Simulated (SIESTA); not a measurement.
## A series of runs on Mg₆NbSn (Amm2, 8 atoms in the cell)

```
Mg6NbSn
1.0
    4.98900     0.00000     0.00000
    0.00000     3.17589     5.40853
    0.00000    -3.17589     5.40853
Mg Nb Sn
6 1 1
Direct
  0.00000   0.33985   0.82919
  0.00000   0.82919   0.33985
  0.00000   0.33355   0.33355
  0.50000   0.17255   0.66479
  0.50000   0.66479   0.17255
  0.50000   0.16571   0.16571
  0.50000   0.66746   0.66746
  0.00000   0.82691   0.82691
```
Moments meant for the start (each program seeds them in its own way; μB, in the order of the atoms Mg Mg Mg Mg Mg Mg Nb Sn): 0.0 0.0 0.0 0.0 0.0 0.0 1.0 0.0.

Base run A: GGA PBEsol, numerical atomic orbitals TZP, PseudoDojo PBEsol standard norm-conserving potentials (rewritten from UPF to PSML) in SIESTA, self-consistent single point.

Its settings: XC.functional = GGA; XC.authors = PBEsol; potentials = PseudoDojo PBEsol standard; PAO.BasisSize = TZP; PAO.EnergyShift = 0.01 Ry; MeshCutoff = 300 Ry; kgrid.MonkhorstPack = 6 5 5; OccupationFunction = FD; ElectronicTemperature = 100 meV; Spin = polarized; DM.InitSpin = [1 +0.00, 2 +0.00, 3 +0.00, 4 +0.00, 5 +0.00, 6 +0.00, 7 +1.00, 8 +0.00]; MaxSCFIterations = 150; SCF.Mixer.Method = Pulay; SCF.Mixer.Weight = 0.1; SCF.Mixer.History = 6; SCF.DM.Tolerance = 1.0E-05.

The starting cell comes from a database of computed structures (which also holds hypothetical and non-ambient phases and stackings), without a prior relaxation at this level. The starting moments vanished: the run ended non-magnetic. Values carry the incompleteness of an atom-centred basis.

ΔF is the free energy per atom less that of run A. A dash stands where there is no value to compare (another energy zero or no entropy term, no result, no spin, no clean gap, or a mesh too coarse for one). 

Runs:
- B: SCF.DM.Tolerance: 1.0E-05 → default; SCF.DM.Converge: default → false; SCF.H.Converge: default → false; SCF.FreeE.Converge: default → true; SCF.FreeE.Tolerance: default → 1.0E-01 eV
- C: SCF.DM.Tolerance: 1.0E-05 → default; SCF.DM.Converge: default → false; SCF.H.Converge: default → false; SCF.FreeE.Converge: default → true; SCF.FreeE.Tolerance: default → 1.0E-02 eV
- D: SCF.DM.Tolerance: 1.0E-05 → default; SCF.DM.Converge: default → false; SCF.H.Converge: default → false; SCF.FreeE.Converge: default → true; SCF.FreeE.Tolerance: default → 1.0E-03 eV
- E: SCF.DM.Tolerance: 1.0E-05 → default; SCF.DM.Converge: default → false; SCF.H.Converge: default → false; SCF.FreeE.Converge: default → true; SCF.FreeE.Tolerance: default → 1.0E-04 eV
- F: SCF.DM.Tolerance: 1.0E-05 → default; SCF.DM.Converge: default → false; SCF.H.Converge: default → false; SCF.FreeE.Converge: default → true; SCF.FreeE.Tolerance: default → 1.0E-05 eV
- G: SCF.DM.Tolerance: 1.0E-05 → default; SCF.DM.Converge: default → false; SCF.H.Converge: default → false; SCF.FreeE.Converge: default → true; SCF.FreeE.Tolerance: default → 1.0E-06 eV
- H: SCF.DM.Tolerance: 1.0E-05 → default; SCF.DM.Converge: default → false; SCF.H.Converge: default → false; SCF.FreeE.Converge: default → true; SCF.FreeE.Tolerance: default → 1.0E-08 eV
- I: SCF.DM.Tolerance: 1.0E-05 → default; SCF.DM.Converge: default → false; SCF.H.Converge: default → false; SCF.FreeE.Converge: default → true; SCF.FreeE.Tolerance: default → 1.0E-10 eV
- J: SCF.DM.Tolerance: 1.0E-05 → default; SCF.DM.Converge: default → false; SCF.H.Converge: default → false; SCF.FreeE.Converge: default → true; SCF.FreeE.Tolerance: default → 1.0E-12 eV

```tsv
run	ΔF (meV/atom)	pressure (GPa)	largest force (eV/Å)	size of the net moment (μB/atom)	ending
A	0.00	-0.49	0.186	0.00	converged
B	0.37	-0.42	0.156	0.07	converged
C	0.37	-0.42	0.156	0.07	converged
D	0.37	-0.42	0.156	0.07	converged
E	0.11	-0.46	0.163	0.06	converged
F	0.00	-0.48	0.182	0.02	converged
G	0.00	-0.48	0.184	0.02	converged
H	0.00	-0.49	0.186	0.00	converged
I	0.00	-0.49	0.186	0.00	converged
J	–	–	–	–	not converged
```

Run B against A: The free energy hardly moves (within 1 meV/atom), the pressure moves little (-0.49 to -0.42 GPa), the largest force goes from 0.186 to 0.156 eV/Å and the size of the net moment goes from 0.00 to 0.07 μB/atom.

Run C against A: The free energy is nearly the same (within 1 meV/atom), the pressure moves little (-0.49 to -0.42 GPa), the largest force goes from 0.186 to 0.156 eV/Å and the size of the net moment goes from 0.00 to 0.07 μB/atom.

Run D against A: The free energy is nearly the same (within 1 meV/atom), the pressure hardly changes (-0.49 to -0.42 GPa), the largest force goes from 0.186 to 0.156 eV/Å and the size of the net moment goes from 0.00 to 0.07 μB/atom.
